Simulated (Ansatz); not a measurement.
The starting structures come from a database of crystals and need not be the phases stable at ambient conditions.

 Where the default PAW files enter, the runs use the earlier of Ansatz's two default sets.

Inside the gap of an insulator the Bloch states are evanescent, with a wavenumber k + iκ along the transport direction.

Consider the following.

```
ZrO2
1.0
    3.32019     0.00000     0.00000
    0.00000     5.52009     0.00000
    0.00000     0.00000     6.45744
Zr O
4 8
Direct
  0.75000   0.75154   0.10842
  0.25000   0.24846   0.89158
  0.25000   0.74846   0.60842
  0.75000   0.25154   0.39158
  0.25000   0.97802   0.34076
  0.75000   0.02198   0.65924
  0.75000   0.52198   0.84076
  0.25000   0.47802   0.15924
  0.25000   0.86074   0.92350
  0.75000   0.13926   0.07650
  0.75000   0.63926   0.42350
  0.25000   0.36074   0.57650
```

Space group of this cell: Pnma. The cell is strained (all lengths scaled by 0.98); by r2SCAN its mean pressure is 7.6 GPa.

Transport runs along the normal of the first two printed cell vectors.

The gap is the functional's own, uncorrected, and κ follows it; spin-orbit coupling is left out. Mid-gap values are interpolated between the computed energies.

Q: Compute, with r2SCAN in Ansatz (a program for electronic structure), the band gap and the smallest decay constant κ at mid-gap.

A: Gap 3.52 eV on a 10×6×6 mesh; κ = 0.449 1/Å, at the zone centre.
